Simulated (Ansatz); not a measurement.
An Ansatz (a quantum-chemistry and plane-wave program) input (PBEsol (Ansatz), no spin-orbit coupling):

Ansatz 0.2 input:
```yaml
crystal:
  lattice:
    - [2.551469557, 0, 0]
    - [1.2757347785, 2.2096374533, 0]
    - [1.2757347785, -0.7365458178, 2.0446871665]
  atoms:
    - { symbol: Cu, position: [0, 0, 0] }
basis: { ecutwfc: 420, ecutrho_ratio: 4, xc_grid: 2, fft_grid_basis: typed }
kpoints: { mp_grid: { grid: [32, 32, 32] } }
hamiltonian:
  xc: pbesol
  dispersion: none
  pseudopotentials: { kind: paw }
scf: { occupations: { method: fermi_dirac, width: 0.1 } }
relax: { f_tol: 0.005, max_steps: 50, cell: { stress_tol: 0.01, fix: [a, b, gamma] } }
output: { forces: true, stress: true }
checkpoint: { write: state.ck, write_every: 1000 }
```

Problem. Which symmetry and how many k-points will the program report, and about how many plane waves at Γ?

Solution. Space group R-3m (ITA 166) with 12 operations, k-points 3009 of 32768, and 241 plane waves at Γ.

Problem. And the final pressure?

Solution. -2.48 GPa (compression positive).

The cells carry an imposed strain or load. No phonon test of stability was made. The final runs are not spin-polarised. The cell was made from Cu in the fcc (Cu type) structure (space group Fm-3m, No. 225) by this change: biaxial strain +1.25 %, plane normal [111], relaxed out of plane.
